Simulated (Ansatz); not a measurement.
## Fermi-surface data of ZrRh3 (Pm-3m)

Here is the system:

```xyz
4
Lattice="3.9052 0.0000 0.0000 0.0000 3.9052 0.0000 0.0000 0.0000 3.9052" Properties=species:S:1:pos:R:3 pbc="T T T"
Zr     0.0000     0.0000     0.0000
Rh     1.9526     1.9526     0.0000
Rh     0.0000     1.9526     1.9526
Rh     1.9526     0.0000     1.9526
```

Method: PBEsol, rigid bands (plane waves, PAW, scalar-relativistic; Ansatz, a quantum-chemistry and plane-wave program). Cell: cell and atoms relaxed with PBEsol.

| Quantity | Value |
|---|---|
| density of states at the Fermi level | 3.54 states/(eV·cell), both spins |
| bare Sommerfeld coefficient | 2.1 mJ/(mol of atoms·K²) |
| Drude plasma energy | 6.1 eV |
| root-mean-square Fermi velocity | 4.9e5 m/s |
| resistivity times τ | 13.1 ×10⁻²² Ω·m·s |

A metal at this level (no band gap); rigid bands, thermally averaged at 300 K, both spins. Spin-orbit coupling is left out. τ is one relaxation time for all states.

Formula and space group known from diffraction (Crystallography Open Database), not checked to be the room-temperature form: ZrRh3 (Pm-3m).
